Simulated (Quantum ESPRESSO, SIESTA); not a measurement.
A Quantum ESPRESSO input for a self-consistent single point of CaNi5 (P6/mmm, 6 atoms in the cell) (DFT, PBEsol, plane waves, PSlibrary PAW (PBE) pseudopotentials):

```fortran
&CONTROL
  calculation = 'scf',
  prefix = 'run',
  outdir = './tmp/',
  pseudo_dir = './',
  tprnfor = .true.,
  tstress = .true.,
/
&SYSTEM
  ibrav = 0,
  nat = 6,
  ntyp = 2,
  ecutwfc = 50,
  ecutrho = 300,
  occupations = 'smearing',
  smearing = 'fd',
  degauss = 0.0073499,
  nspin = 2,
  starting_magnetization(2) = 0.200,
  input_dft = 'pbesol',
/
&ELECTRONS
  conv_thr = 1.0e-11,
  mixing_beta = 0.2,
/
ATOMIC_SPECIES
Ca    40.0780  Ca.pbe-spn-kjpaw_psl.1.0.0.UPF
Ni    58.6934  Ni.pbe-n-kjpaw_psl.1.0.0.UPF
CELL_PARAMETERS {angstrom}
   4.87494007     0.00000000     0.00000000
  -2.43747003     4.22182194     0.00000000
   0.00000000     0.00000000     3.89507000
ATOMIC_POSITIONS {crystal}
Ca    0.00000000    0.00000000    0.00000000
Ni    0.50000000    0.00000000    0.50000000
Ni    0.50000000    0.50000000    0.50000000
Ni    0.00000000    0.50000000    0.50000000
Ni    0.33333333    0.66666667    0.00000000
Ni    0.66666667    0.33333333    0.00000000
K_POINTS {automatic}
5 5 6  0 0 0
```

Question: Translate this input to SIESTA.

Answer: This is the input that was run; spellings and numerical settings could be chosen otherwise.

```
# files in the folder: Ca.psml Ni.psml (PseudoDojo PBEsol standard)
SystemName  CaNi5
SystemLabel siesta

NumberOfAtoms                6
NumberOfSpecies              2
%block ChemicalSpeciesLabel
  1 20 Ca
  2 28 Ni
%endblock ChemicalSpeciesLabel
LatticeConstant              1.0 Ang
%block LatticeVectors
     4.874940000    0.000000000    0.000000000
    -2.437470000    4.221822000    0.000000000
     0.000000000    0.000000000    3.895070000
%endblock LatticeVectors
AtomicCoordinatesFormat      Fractional
%block AtomicCoordinatesAndAtomicSpecies
     0.000000000    0.000000000    0.000000000  1
     0.500000000    0.000000000    0.500000000  2
     0.500000000    0.500000000    0.500000000  2
     0.000000000    0.500000000    0.500000000  2
     0.333333000    0.666667000    0.000000000  2
     0.666667000    0.333333000    0.000000000  2
%endblock AtomicCoordinatesAndAtomicSpecies

XC.functional                GGA
XC.authors                   PBEsol
PAO.BasisSize                TZP
PAO.EnergyShift              0.01 Ry
MeshCutoff                   400 Ry
%block kgrid.MonkhorstPack
    5   0   0  0.0
    0   5   0  0.0
    0   0   6  0.0
%endblock kgrid.MonkhorstPack
OccupationFunction           FD
ElectronicTemperature        100.0 meV
Spin                         polarized
%block DM.InitSpin
  1 +0.00
  2 +2.00
  3 +2.00
  4 +2.00
  5 +2.00
  6 +2.00
%endblock DM.InitSpin

MaxSCFIterations             150
SCF.Mixer.Method             Broyden
SCF.Mixer.Weight             0.1
SCF.Mixer.History            8
SCF.DM.Tolerance             1.0E-05
Diag.ParallelOverK           true
WriteForces                  true
Charge.Mulliken              end
```

Basis settings and potentials, where a program has them, do not carry over. This input uses DFT, GGA PBEsol, numerical atomic orbitals TZP, PseudoDojo PBEsol standard norm-conserving potentials (rewritten from UPF to PSML). Both were run: pressure -2.73 GPa in Quantum ESPRESSO and -1.72 in SIESTA; size of the net moment 0.29 μB/atom in Quantum ESPRESSO and 0.36 in SIESTA.

On Quantum ESPRESSO: the starting cell comes from a database of computed structures (which also holds hypothetical and non-ambient phases and stackings), without a prior relaxation at this level. The moments shrank to a small part of their start, a low-spin state that need not be the lowest.

On SIESTA: the starting cell comes from a database of computed structures (which also holds hypothetical and non-ambient phases and stackings), without a prior relaxation at this level. The moments shrank to a small part of their start, a low-spin state that need not be the lowest. Values carry the incompleteness of an atom-centred basis.
